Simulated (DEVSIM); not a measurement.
System: Cr/SiO2/p-GaAs capacitor, at 300 K.

Layer 1 from the left is SiO2, thickness (nm) 17.0. Layer 2 from the left is GaAs, thickness (nm) 850, Na (cm⁻³) 5.8e17.

Metal gate on the left, work function 4.5 eV. Fixed charge at the semiconductor interface 0 cm⁻² (in units of +e); no interface traps.

Constants are typed, rounded textbook-type inputs, not results; the design itself was drawn at random and stands for no fabricated device. Values at 300 K.

SiO2: gap (eV) 9, affinity (eV) 0.9, permittivity 3.9. GaAs: gap (eV) 1.424, affinity (eV) 4.07, permittivity 12.9, Nc (cm⁻³) 4.7e17, Nv (cm⁻³) 9e18.

Model (solved in DEVSIM): 1D Poisson equation in equilibrium, Boltzmann statistics, complete ionisation; no quantum confinement or tunnelling. Metal contacts follow the ideal Schottky-Mott rule: no Fermi-level pinning, no interface dipoles.

Problem. What does the simulation give for the flat-band voltage?

Solution. flat-band voltage -0.92 V.
